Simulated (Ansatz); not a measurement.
CdSe (model structure, started from the BeO type, P4₂/mnm, No. 136, 8 atoms in the cell), treated with PBEsol in Ansatz (plane waves, PAW).

Run with plane-wave cutoff 520 eV, 6×6×8 k mesh (along the axes of the cell as run), Fermi–Dirac smearing 0.01 eV, scalar-relativistic PAW data made under PBE.

Cell (relaxed at this level):

```xyz
8
Lattice="7.4023 0.0000 0.0000 0.0000 7.4023 0.0000 0.0000 0.0000 4.3228" Properties=species:S:1:pos:R:3 pbc="T T T"
Cd     2.3861     5.0162     0.0000
Cd     5.0162     2.3861     0.0000
Cd     6.0872     6.0872     2.1614
Cd     1.3151     1.3151     2.1614
Se     2.3483     2.3483     0.0000
Se     5.0540     5.0540     0.0000
Se     1.3529     6.0494     2.1614
Se     6.0494     1.3529     2.1614
```

Question: What does this level give for the band gap and bulk modulus B0?

Answer: 
- band gap = 0.66 eV (on the SCF k mesh)
- bulk modulus B0 = 46.6 GPa

Note: the bulk modulus is −V dP/dV from two relaxed cells at ±2 % in volume; the relaxation could raise the start's symmetry but not lower it, so the cell can be a saddle point.

Spin–orbit coupling is not included.

Computed values are for the static lattice.

Cost on a shared machine: roughly 8 core-minutes.

A model structure was made by putting elements into a prototype or built by hand; it is no filed structure, need not be a known phase, and can be a saddle point held by its symmetry.

Ansatz is a first-principles code.
